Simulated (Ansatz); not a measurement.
## zincblende SiC (F-43m) under uniaxial stress along [001]

Cell and atoms are relaxed with PBEsol to each stress (compression positive); bands and masses by r2SCAN with spin-orbit coupling, rigid bands (plane waves, PAW; Ansatz, a first-principles code). Strains are changes of length against the unloaded cell.

CSi is modelled in the cubic space group F-43m (No. 216), the zinc blende structure, Pearson symbol cF8. Conventional cell: a = b = c = 4.357 Å, α = β = γ = 90.00°. Si on 4a is coordinated by 4 C at 1.887 Å (tetrahedral). C on 4d has 4 Si at 1.887 Å (tetrahedral). (Neighbours: up to the widest gap in distance over summed covalent radii, below 1.35, at either atom.)
(The calculation used a cell of 2 atoms; values per cell refer to that cell.)

| stress (GPa) | strain [001] (%) | strain [100] (%) | gap (eV) | mₑ* [001] | mₑ* [100] | mₕ* [001] | mₕ* [100] |
|---|---|---|---|---|---|---|---|
| -15.00 | 4.42 | -1.02 | 1.434 | 0.25 | 0.34 | 0.67 | 0.49 |
| -5.00 | 1.53 | -0.38 | 1.611 | 0.24 | 0.34 | 0.72 | 0.57 |
| 0 | 0 | 0 | 1.711 | 0.30 | 0.30 | 0.68 | 0.68 |
| 5.00 | -1.62 | 0.44 | 1.486 | 0.62 | 0.24 | 0.68 | 0.72 |
| 15.00 | -5.27 | 1.55 | 0.989 | 0.56 | 0.25 | 0.52 | 0.65 |

[001] is the direction of the load; [010] strains as [100]. Masses are conductivity masses at 300 K in electron masses.

Question: From the two loads next to zero, find the Young modulus and the ratio of transverse to axial strain.

Answer: Between -5.00 and 5.00 GPa the strain along [001] changes by -3.15 % and that along [100] by 0.82 %. The modulus is 10.00/0.0315 = 320 GPa and the ratio of the strains 0.26 (PBEsol, atoms relaxed). Along [001] C₁₁ = E(1 − ν)/((1 + ν)(1 − 2ν)) and C₁₂ = C₁₁ν/(1 − ν), which gives C₁₁ ≈ 390 GPa and C₁₂ ≈ 137 GPa.

Question: How fast does the gap move on either side of zero load?

Answer: Under tension, (1.611 − 1.711) eV over -5.00 GPa = 20 meV/GPa, or about -6.5 eV per unit strain; under compression, (1.486 − 1.711) eV over 5.00 GPa = -45 meV/GPa, or about 14 eV per unit strain. The two slopes part by 65 meV/GPa; gaps are resolved to about 0.01 eV, which allows 4 meV/GPa, so they differ, even in sign: the gap has a turning point near zero load.

Question: Take the carrier density and the relaxation time as fixed, so that ρ ∝ m*. What gauge factor (Δρ/ρ)/ε follows for current along [001] at the loads next to zero?

Answer: electrons at -5.00 GPa: (0.24/0.30 − 1)/0.0153 ≈ -13; electrons at 5.00 GPa: (0.62/0.30 − 1)/-0.0162 ≈ -66. These are means over a finite load; the small-strain gauge factor differs, most where the load has already emptied the upper valleys or bands. Carriers and loads whose mass moves by under 12 % aren't resolved and aren't listed. The change of shape, which adds a term of order 1 to 2, and that of the scattering between valleys or bands are left out.

Masses are those of dilute carriers in rigid bands with one relaxation time, without polarons. Third decimals of gaps are kept for the arithmetic. Every relaxation keeps the zincblende phase (space group I-4m2 under this load), so a transition, a distortion that breaks the symmetry or fracture can't show.
